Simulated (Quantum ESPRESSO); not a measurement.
Quantum ESPRESSO run on Mg14SiSn (Amm2, 16 atoms in the cell): self-consistent single point.

Method: rVV10, GBRV 1.5 ultrasoft (PBE) pseudopotentials (plane waves; Quantum ESPRESSO 7.5).

```yaml
crystal:
  lattice:
    - [10.16865, 0.00000, 0.00000]
    - [0.00000, 3.29772, 5.32627]
    - [0.00000, -3.29772, 5.32627]
  atoms:
    - { symbol: Mg, position: [0.00000, 0.16460, 0.16460] }
    - { symbol: Mg, position: [0.00000, 0.66495, 0.66495] }
    - { symbol: Mg, position: [0.50000, 0.16524, 0.66394] }
    - { symbol: Mg, position: [0.50000, 0.66394, 0.16524] }
    - { symbol: Mg, position: [0.00000, 0.16535, 0.66691] }
    - { symbol: Mg, position: [0.00000, 0.66691, 0.16535] }
    - { symbol: Mg, position: [0.25563, 0.34060, 0.83118] }
    - { symbol: Mg, position: [0.74437, 0.83118, 0.34060] }
    - { symbol: Mg, position: [0.74437, 0.34060, 0.83118] }
    - { symbol: Mg, position: [0.25563, 0.83118, 0.34060] }
    - { symbol: Mg, position: [0.24873, 0.33365, 0.33365] }
    - { symbol: Mg, position: [0.75127, 0.33365, 0.33365] }
    - { symbol: Mg, position: [0.25460, 0.83081, 0.83081] }
    - { symbol: Mg, position: [0.74540, 0.83081, 0.83081] }
    - { symbol: Si, position: [0.50000, 0.66886, 0.66886] }
    - { symbol: Sn, position: [0.50000, 0.16766, 0.16766] }
```

Reference input (self-consistent single point, DFT, PBEsol, plane waves, GBRV 1.5 ultrasoft (PBESOL) pseudopotentials): ecutwfc = 40 Ry; ecutrho = 200 Ry; occupations = smearing; smearing = fermi-dirac; degauss = 0.0073499 Ry; K_POINTS = automatic 3 5 5 0 0 0; conv_thr = 1e-11 Ry; mixing_beta = 0.5. This run's input differs from it in these lines:

```diff
@@ -17,2 +17,3 @@
    degauss = 0.0073499
+   input_dft = 'rvv10'
 /
@@ -23,5 +24,5 @@
 ATOMIC_SPECIES
-Mg    24.3050  mg_pbesol_v1.4.uspp.F.UPF
-Si    28.0850  si_pbesol_v1.uspp.F.UPF
-Sn   118.7100  sn_pbesol_v1.4.uspp.F.UPF
+Mg    24.3050  mg_pbe_v1.4.uspp.F.UPF
+Si    28.0850  si_pbe_v1.uspp.F.UPF
+Sn   118.7100  sn_pbe_v1.4.uspp.F.UPF
 ATOMIC_POSITIONS {crystal}
```

The program printed (abridged):

```
     Self-consistent Calculation

     iteration #  1     ecut=    40.00 Ry     beta= 0.50

     total energy              =   -1924.01166649 Ry
     estimated scf accuracy    <       4.89120457 Ry

     iteration #  2     ecut=    40.00 Ry     beta= 0.50

     total energy              =   -1922.06563101 Ry
     estimated scf accuracy    <      30.92876329 Ry

     iteration #  3     ecut=    40.00 Ry     beta= 0.50

     total energy              =   -1925.49416846 Ry
     estimated scf accuracy    <       1.21247803 Ry

   [... 10 blocks of this kind left out ...]

     iteration # 14     ecut=    40.00 Ry     beta= 0.50

     total energy              =   -1925.61313298 Ry
     estimated scf accuracy    <          2.6E-10 Ry

     iteration # 15     ecut=    40.00 Ry     beta= 0.50
     End of self-consistent calculation

     the Fermi energy is     6.1782 ev

!    total energy              =   -1925.61313298 Ry
     estimated scf accuracy    <          3.7E-12 Ry
     smearing contrib. (-TS)   =      -0.01556014 Ry
     internal energy E=F+TS    =   -1925.59757284 Ry

     convergence has been achieved in  15 iterations

     Forces acting on atoms (cartesian axes, Ry/au):

     atom    1 type  1   force =     0.00000000   -0.00000000   -0.00274819
     atom    2 type  1   force =     0.00000000    0.00000000   -0.00179968
     atom    3 type  1   force =     0.00000000    0.00027061   -0.00119049
     atom    4 type  1   force =     0.00000000   -0.00027061   -0.00119049
     atom    5 type  1   force =     0.00000000   -0.00095186   -0.00210863
   [... lines left out ...]

     Total force =     0.013771     Total SCF correction =     0.000004

          total   stress  (Ry/bohr**3)                   (kbar)     P=       -2.01
  -0.00001430   0.00000000   0.00000000           -2.10        0.00        0.00
   0.00000000  -0.00009114  -0.00000000            0.00      -13.41       -0.00
   0.00000000   0.00000000   0.00006450            0.00        0.00        9.49

   JOB DONE.
```

The run converged in 15 iterations. Against the reference run the pressure goes from -0.81 to -0.20 GPa and the largest force goes from 0.136 to 0.150 eV/Å.

The starting cell comes from a database of computed structures (which also holds hypothetical and non-ambient phases and stackings), without a prior relaxation at this level.

Cost on one core of a shared machine: roughly 10 min.
